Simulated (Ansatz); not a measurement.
Response to strain in Ir

Start from Ir in the fcc (Cu type) structure (space group Fm-3m, No. 225; relaxed with 0.1 eV smearing).

```yaml
crystal:
  lattice:
    - [0.00000, 1.91545, 1.91545]
    - [1.91545, 0.00000, 1.91545]
    - [1.91545, 1.91545, 0.00000]
  atoms:
    - { symbol: Ir, position: [0.00000, 0.00000, 0.00000] }
```

Cartesian axes are those of the cell as printed.

Strains are applied to the cell and any free atomic positions relax; under biaxial strain the out-of-plane vector relaxes too; under stress the whole cell relaxes.

Level of theory: PBEsol, PAW, 420 eV (Ansatz, a program for electronic structure; no spin-orbit coupling), earlier PAW set.

Notes on the quantities. energy relative to the base: free energy F.

| variant | energy relative to the base | shortest interatomic distance | space group |
|---|---|---|---|
| base | 0 meV/atom | 2.709 Å | Fm-3m (No. 225) |
| biaxial strain −3.50 %, plane normal [110], relaxed out of plane | +95 meV/atom | 2.614 Å | Immm (No. 71) |
| isotropic strain +3.37 % | +151 meV/atom | 2.800 Å | Fm-3m (No. 225) |
| uniaxial strain ε_xx = −4.46 % | +62 meV/atom | 2.649 Å | I4/mmm (No. 139) |
| uniaxial strain ε_xx = −2.89 % | +25 meV/atom | 2.670 Å | I4/mmm (No. 139) |
| uniaxial strain ε_xx = +5.96 % | +88 meV/atom | 2.709 Å | I4/mmm (No. 139) |
| uniaxial strain ε_zz = +3.14 % | +26 meV/atom | 2.709 Å | I4/mmm (No. 139) |
| uniaxial strain ε_zz = +3.58 % | +33 meV/atom | 2.709 Å | I4/mmm (No. 139) |
| uniaxial stress, 3 GPa tension along x | +0.8 meV/atom | 2.704 Å | I4/mmm (No. 139) |
| uniaxial stress, 8 GPa tension along x | ? | ? | I4/mmm (No. 139) |

### Question
Complete the table.

### Answer

- uniaxial stress, 8 GPa tension along x, energy relative to the base: +5.8 meV/atom
- uniaxial stress, 8 GPa tension along x, shortest interatomic distance: 2.697 Å

Stability under load was not tested beyond the relaxation. All final runs are without spin polarisation.
